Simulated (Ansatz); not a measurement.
Here is the system:

```xyz
2
Lattice="3.0559 0.0000 0.0000 0.0000 3.0559 0.0000 1.5280 -1.5280 2.2983" Properties=species:S:1:pos:R:3 pbc="T T T"
Ga     0.0000     0.0000     0.0000
N      3.0559     1.5280     1.1492
```

No spin polarisation.

Level of theory: Ansatz (a program for electronic structure), LDA, PAW, cutoff 420 eV, scalar-relativistic without spin-orbit coupling. Γ-centred 13×13×13 mesh, Fermi–Dirac width 0.05 eV.

Problem. Predict the electron mass.

Solution. 0.20 mₑ out of plane, 0.18 mₑ in plane (at Γ).

Problem. Predict the valence-band top at Γ (three highest levels, from the VBM).

Solution. 0.00, 0.00, -0.34 eV.

Problem. What band gap does the calculation give?

Solution. 2.03 eV.

The cells carry an imposed strain or load. Masses are band curvatures over ±0.01 Å⁻¹ around the edge. No phonon test of stability was made. The cell was made from GaN in the zinc blende structure (space group F-43m, No. 216) by this change: biaxial strain −3.00 %, plane normal [001], relaxed out of plane. This is not the structure that GaN has at room temperature and ambient pressure.
